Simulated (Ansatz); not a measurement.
Consider ZrO2 (space group P4_2/nmc, No. 137; a = 3.584 Å, c = 5.177 Å).

All numbers come from PBEsol in Ansatz (plane waves to 420 eV, PAW, scalar-relativistic without spin-orbit coupling).

Base values:

```
Item                                    Value
-------------  ------------------------------
Gap character  indirect, M–Γ (56 % along) → Γ
```

Now apply this change: hole doping at 3.0×10^21 cm⁻³ (0.200 per cell), with a uniform compensating background at fixed cell and a 300 K Fermi–Dirac width.

Task: What happens to the Fermi level from band edge?

Result: The Fermi level relative to the doped band's edge (positive inside the band; to 0.05 eV) comes out as +0.05 eV.

Task: How does this affect the gap character?

Result: The gap character goes from indirect, M–Γ (56 % along) → Γ to indirect, A → Γ.

Carriers are added with a uniform compensating background; total energy and stress of such cells depend on the potential's zero and are not compared; many-body gap narrowing is missing at this level. Stability against distortions was not tested. This is not the structure that ZrO2 has at room temperature and ambient pressure.

Ansatz is an electronic-structure program.
